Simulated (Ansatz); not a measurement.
A hypothetical phase is included: elements placed on a structure type, which no database files for this compound.

By PBEsol, the system below comes out a metal.

The ballistic (Sharvin) conductance counts the channels at the Fermi level: G/A = (e²/h) × channels of both spins per area.

Input:

```
CELL_PARAMETERS angstrom
      4.19798     0.00000     0.00000
     -2.09899     3.63555     0.00000
      2.09899     1.21185     1.71382
ATOMIC_POSITIONS crystal
  Mo 0.00000 0.00000 0.00000
  P  0.00000 0.50000 0.50000
```

The cell was relaxed by PBE-D3(BJ); by PBEsol it stands under a pressure of 1.6 GPa.

The current flows along the normal of the first two printed cell vectors, the (111) plane of the conventional cell. No spin-orbit coupling; the value is a mean over 0.1 eV about the Fermi level.

Problem. Compute, with PBEsol (Ansatz, an electronic-structure program), the ballistic conductance per area.

Solution. 1.2 × 10¹⁵ S/m² for both spins.
